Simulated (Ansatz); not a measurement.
Base system: HgSe in the zinc blende structure (space group F-43m, No. 216; a = 6.133 Å). Axes: x, y, z lie along the cube axes.

All numbers come from PBEsol (Ansatz, a quantum-chemistry and plane-wave program; PAW; 420 eV plane waves; without spin-orbit coupling).

Strains are applied to the cell and any free atomic positions relax.

One change was made to it. Results:

| quantity | base | after |
|---|---|---|
| band gap | zero | zero |
| pressure | 0.0 GPa | 1.0 GPa |
| energy relative to the base (free energy F) | 0 meV/atom | +1.6 meV/atom |

Q: Name the change that was made.
A) isotropic strain −0.62 %
B) uniaxial strain ε_yy = −5.02 %
C) uniaxial strain ε_zz = +5.34 %

A: A, isotropic strain −0.62 %. For comparison, the energy relative to the base in the other runs: uniaxial strain ε_zz = +5.34 % gives +15 meV/atom; uniaxial strain ε_yy = −5.02 % gives +15 meV/atom.

The mesh was chosen for an insulator and is coarse for the gapless case. With Hg present, leaving out spin-orbit coupling can change the band edges. No phonon test of stability was made. All final runs are without spin polarisation. Gaps under 0.05 eV, about the width of the smearing, are given as zero. The zero or small gap of HgSe can change with the level of theory.
